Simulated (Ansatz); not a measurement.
**A computed series for ZnS: pressure series**

Consider ZnS in the zinc blende structure (space group F-43m, No. 216).

```cif
data_SZn
_chemical_formula_sum 'Zn1 S1'
_space_group_name_H-M_alt 'P 1'
_space_group_IT_number 1
_cell_length_a 3.81067
_cell_length_b 3.81067
_cell_length_c 3.81067
_cell_angle_alpha 60.000
_cell_angle_beta 60.000
_cell_angle_gamma 60.000
loop_
_space_group_symop_operation_xyz
  'x, y, z'
loop_
_atom_site_label
_atom_site_type_symbol
_atom_site_fract_x
_atom_site_fract_y
_atom_site_fract_z
_atom_site_occupancy
Zn1 Zn 0.00000 0.00000 0.00000 1
S1 S 0.25000 0.25000 0.25000 1
```

Cell and atoms are relaxed at each pressure.

Level of theory: Ansatz (a quantum-chemistry and plane-wave program), r2SCAN, PAW, cutoff 500 eV, no spin-orbit coupling.

```json
[
 {"variant": "base", "band gap": "2.70 eV", "shortest interatomic distance": "2.334 Å", "electron mass": "0.19 mₑ (at Γ)"},
 {"variant": "pressure −2 GPa", "band gap": "2.58 eV", "shortest interatomic distance": "2.354 Å", "electron mass": "0.19 mₑ (at Γ)"},
 {"variant": "pressure −1 GPa", "band gap": "2.64 eV", "shortest interatomic distance": "___", "electron mass": "0.19 mₑ (at Γ)"},
 {"variant": "pressure 0.9 GPa", "band gap": "2.76 eV", "shortest interatomic distance": "2.325 Å", "electron mass": "0.19 mₑ (at Γ)"},
 {"variant": "pressure 2.1 GPa", "band gap": "2.82 eV", "shortest interatomic distance": "2.314 Å", "electron mass": "0.20 mₑ (at Γ)"},
 {"variant": "pressure 4.5 GPa", "band gap": "2.94 eV", "shortest interatomic distance": "___", "electron mass": "0.20 mₑ (at Γ)"},
 {"variant": "pressure 9 GPa", "band gap": "3.14 eV", "shortest interatomic distance": "2.262 Å", "electron mass": "0.21 mₑ (at Γ)"},
 {"variant": "pressure 15 GPa", "band gap": "3.35 eV", "shortest interatomic distance": "2.227 Å", "electron mass": "1.0 mₑ along k, 0.31 mₑ across (at X)"},
 {"variant": "pressure 22.5 GPa", "band gap": "3.21 eV", "shortest interatomic distance": "2.191 Å", "electron mass": "1.0 mₑ along k, 0.31 mₑ across (at X)"},
 {"variant": "pressure 30 GPa", "band gap": "3.08 eV", "shortest interatomic distance": "2.161 Å", "electron mass": "___"}
]
```

**Question.** What belongs in the blanks?

**Answer.** 
- pressure −1 GPa, shortest interatomic distance: 2.344 Å
- pressure 4.5 GPa, shortest interatomic distance: 2.294 Å
- pressure 30 GPa, electron mass: 1.1 mₑ along k, 0.30 mₑ across (at X)

Load acts through the strain it causes; cell and atoms are relaxed under it. Effective masses come from finite differences of ±0.01 Å⁻¹. Along k means along the line from Γ to the band edge. No phonon test of stability was made. Measured, ZnS leaves this structure (for rock salt) near 14.7 GPa (temperature not stated; as listed in Datta, Sujoy, Jana, Debnarayan, arXiv (2020)), on rising pressure, with hysteresis.
